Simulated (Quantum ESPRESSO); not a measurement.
Worked example: self-consistent single point of CoSi₂ (Fm-3m, 3 atoms in the cell) in Quantum ESPRESSO.

Level of theory: PBE, PseudoDojo standard norm-conserving (PBE) pseudopotentials (plane waves; Quantum ESPRESSO).

```yaml
crystal:
  lattice:
    - [-2.59267, 0.00000, 2.59267]
    - [0.00000, 2.59267, 2.59267]
    - [-2.59267, 2.59267, 0.00000]
  atoms:
    - { symbol: Co, position: [0.00000, 0.00000, 0.00000] }
    - { symbol: Si, position: [0.75000, 0.75000, 0.75000] }
    - { symbol: Si, position: [0.25000, 0.25000, 0.25000] }
```

Reference input (self-consistent single point, DFT, PBE, plane waves, PseudoDojo standard norm-conserving (PBE) pseudopotentials): ecutwfc = 100 Ry; occupations = smearing; smearing = cold; degauss = 0.0147 Ry; potentials = {Co: Co.upf, Si: Si.upf}; K_POINTS = automatic 9 9 9 0 0 0; conv_thr = 1e-09 Ry; mixing_beta = 0.4. This run's input differs from it in these lines:

```diff
@@ -13,3 +13,3 @@
     ntyp = 2,
-    ecutwfc = 100,
+    ecutwfc = 50,
     occupations = 'smearing',
```

Log, with long lists cut:

```
     Self-consistent Calculation

     iteration #  1     ecut=    50.00 Ry     beta= 0.40

     Threshold (ethr) on eigenvalues was too large:
     Diagonalizing with lowered threshold

     total energy              =    -322.08027560 Ry
     estimated scf accuracy    <       0.23260730 Ry

     iteration #  2     ecut=    50.00 Ry     beta= 0.40

     total energy              =    -322.06321744 Ry
     estimated scf accuracy    <       0.04995919 Ry

     iteration #  3     ecut=    50.00 Ry     beta= 0.40

     total energy              =    -322.07136052 Ry
     estimated scf accuracy    <       0.00298900 Ry

   [... 6 blocks of this kind left out ...]

     iteration # 10     ecut=    50.00 Ry     beta= 0.40

     total energy              =    -322.07200861 Ry
     estimated scf accuracy    <          3.3E-09 Ry

     iteration # 11     ecut=    50.00 Ry     beta= 0.40
     End of self-consistent calculation

     the Fermi energy is    14.6750 ev

!    total energy              =    -322.07200861 Ry
     estimated scf accuracy    <          3.9E-10 Ry
     smearing contrib. (-TS)   =       0.00016320 Ry
     internal energy E=F+TS    =    -322.07217181 Ry

     convergence has been achieved in  11 iterations

     Forces acting on atoms (cartesian axes, Ry/au):

     atom    1 type  1   force =    -0.00000000   -0.00000000   -0.00000000
   [... zero for the other atoms too ...]

     Total force =     0.000000     Total SCF correction =     0.000000

          total   stress  (Ry/bohr**3)                   (kbar)     P=    -2619.81
  -0.01780911  -0.00000000  -0.00000000        -2619.81       -0.00       -0.00
  -0.00000000  -0.01780911   0.00000000           -0.00    -2619.81        0.00
  -0.00000000   0.00000000  -0.01780911           -0.00        0.00    -2619.81

   JOB DONE.
```

The run converged in 11 iterations. Against the reference run the free energy goes up by 4.58 eV/atom and the pressure goes from 22.35 to -262.0 GPa.

The starting cell comes from a database of computed structures (which also holds hypothetical and non-ambient phases and stackings), without a prior relaxation at this level. Its lattice was rescaled by a random factor within 2.5 % of one. Spin polarisation is off. At the lowered cutoff the pressure carries the error of an incomplete plane-wave basis.
